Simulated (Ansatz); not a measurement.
Competing hops of N vacancy in wurtzite GaN, charge state +1

System: N vacancy in wurtzite GaN (charge state +1). Calculation: PBE, PAW (plane waves to 420 eV; Ansatz, a first-principles code).

Cell of 72 host sites held at the relaxed PBE lattice; one k-point at (0.125, 0.250, 0.250); Fermi-Dirac width 0.01 eV, spin-restricted; finite-size errors left in. Energies are static. The charge state is imposed; whether it is stable for some Fermi level was not computed. Forms of the defect that were not tried may lie lower.

Barriers: single points on a 2×2×2 k-point mesh shifted by half a step along c at the bands' geometries.

| Route | Start site over the lowest site run (eV) | Hop (Å) | Forward barrier (eV) | Backward barrier (eV) | Neighbours at the start | Neighbours at the saddle | Saddle order | Forward, on the band's own sampling (eV) |
|---|---|---|---|---|---|---|---|---|
| a nearby N atom hops onto the vacant site | 0.00 | 3.20 | 3.64 | 3.64 | Ga at 1.96, 2 Ga at 1.97, Ga at 1.98 Å | Ga at 1.86, Ga at 2.16, Ga at 2.25, Ga at 2.29, Ga at 2.41 Å | first order | 3.60 |
| a nearby N atom hops onto the vacant site | 0.00 | 3.19 | 3.95 | 3.95 | Ga at 1.94, 2 Ga at 1.97, Ga at 2.00 Å | Ga at 1.81, Ga at 1.93, Ga at 2.30 Å | first order | 3.95 |

Paths come from nudged elastic bands with a climbing image. Of the routes that converged and passed our checks, the lowest saddle point lies 3.64 eV above the lowest of the sites run (a nearby N atom hops onto the vacant site); other sites, such as split forms, and other routes may lie lower.
